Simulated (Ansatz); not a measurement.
Effective masses and thermopower of LiF under load (space group I4/mmm)

Consider the following.

```xyz
2
Lattice="0.0000 2.0223 1.9908 2.0223 0.0000 1.9908 2.0223 2.0223 0.0000" Properties=species:S:1:pos:R:3 pbc="T T T"
Li     0.0000     0.0000     0.0000
F      2.0223     2.0223     1.9908
```

Level of theory: r2SCAN, rigid bands (plane waves, PAW, scalar-relativistic; Ansatz, a first-principles code). Condition of this run: biaxial stress in (001) of -1.2 GPa (compression positive) (the target of the relaxation). Geometry: cell and atoms relaxed with PBEsol, then loaded as said.

band gap: 10.08 eV
electron conductivity mass (300 K, dilute): 0.88 mₑ
hole conductivity mass (300 K, dilute): 3.7 mₑ
effective density of states N_c (300 K): 2.1e19 cm⁻³
effective density of states N_v (300 K): 1.5e21 cm⁻³
density-of-states mass, electrons: 0.88 mₑ
density-of-states mass, holes: 15.2 mₑ
Seebeck coefficient, n-type 1e19 cm⁻³, 300 K: -281 μV/K
best n-type power factor at 300 K for τ = 10 fs (best axis; densities from 1e16 to 1e21 cm⁻³ tried, whether or not they can be reached): 3.9 μW/(cm·K²) at 1e20 cm⁻³
Seebeck coefficient, p-type 1e19 cm⁻³, 300 K: 646 μV/K

Rigid bands; masses and Seebeck coefficients take one relaxation time τ for all states and one kind of carrier; polarons and phonon drag are left out. Spin-orbit coupling is left out. Geometry: cell and atoms relaxed with PBEsol.
